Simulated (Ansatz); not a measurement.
The cell is made up: elements placed on another compound's structure type, so the phase may be hypothetical.

By r2SCAN, the system below comes out a metal.

Input:

```
BNSi2
1.0
    3.09550     0.00005    -0.00001
    1.54771     2.68081    -0.00001
    1.54775     0.89363     5.40575
B N Si
1 1 2
Direct
  0.98555   0.98555   0.04335
  0.88650   0.88650   0.34051
  0.50978   0.50978   0.47066
  0.36814   0.36814   0.89557
```

Space group of this cell: R3m. The cell was relaxed by PBE-D3(BJ); by r2SCAN its mean pressure is 1.8 GPa.

The current flows along the normal of the first two printed cell vectors. No spin-orbit coupling; the value is a mean over 0.1 eV about the Fermi level.

### Question
Give the ballistic conductance per area that r2SCAN in Ansatz (an electronic-structure program) yields.

### Answer
0.44 × 10¹⁵ S/m² for both spins.
